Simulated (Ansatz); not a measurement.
Data:

```yaml
crystal:
  lattice:
    - [0.00000, 2.82956, 2.82956]
    - [2.82956, 0.00000, 2.82956]
    - [2.82956, 2.82956, 0.00000]
  atoms:
    - { symbol: Ga, position: [0.00000, 0.00000, 0.00000] }
    - { symbol: As, position: [0.25000, 0.25000, 0.25000] }
```

Level of theory: PBEsol with spin-orbit coupling, rigid bands (plane waves, PAW; Ansatz, a quantum-chemistry and plane-wave program). Geometry: cell and atoms relaxed with PBEsol.

**Question.** What conductivity effective mass do dilute holes have at 300 K?

**Answer.** 0.41 mₑ.

**Question.** And the band gap?

**Answer.** 0.32 eV at this level; semilocal functionals usually fall short of the measured gap.

Rigid bands, one relaxation time for all states, no polarons.
